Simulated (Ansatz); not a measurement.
Start from La (space group P6_3/mmc, No. 194; a = 3.661 Å, c = 11.718 Å).

Method: PBEsol (Ansatz, a quantum-chemistry and plane-wave program), no spin-orbit coupling, earlier PAW set.

Before the change:

The volume per atom is 34.01 Å³.

Modification: hydrostatic tension (pressure −2 GPa).

Predict the new volume per atom.

The volume per atom goes up by 2.926 Å³ to 36.93 Å³.

Load acts through the strain it causes; cell and atoms are relaxed under it. Stability against distortions was not tested.
